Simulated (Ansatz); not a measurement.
For W (Im-3m), PBEsol, DFPT electron-phonon coupling, linearised Boltzmann equation run with Ansatz (a first-principles code) gives a transport coupling λ_tr = 0.293 and a Drude plasma energy ħω_p = 7.86 eV.

**Question.** Estimate the resistivity at 300 K from the high-temperature formula ρ = 2π λ_tr k_B T / (ħ ε₀ ω_p²), and say how the full Boltzmann solution compares.

**Answer.** The scattering rate is 1/τ = 2π λ_tr k_B T/ħ = 7.23e13 s⁻¹ and ω_p = 1.19e16 s⁻¹, so ρ ≈ 5.73 μΩ·cm. The Boltzmann solution gives 5.11 μΩ·cm, 0.89 times the estimate; it lies lower because k_BT is not large against the phonon energies and the solution lets the distribution adjust.

A metal at this level (no band gap). Only scattering by harmonic phonons is included (no impurities, grain boundaries, electron-electron scattering or thermal expansion). Spin-orbit coupling is left out, which matters with elements this heavy. The self-energy correction of the phonons between q points moved λ by 4 %. The squared frequency of the phonon mode least converged on the k mesh is uncertain by 20 %. The run warned that the eigensolver left some states short of its tolerance. Halving the electron mesh (36x36x36) moves the resistivity by up to 10 % at 300 K, the coupling by up to 4 %. Smearing 0.20 eV; phonons on a 6x6x6 q mesh, which this run doesn't test.
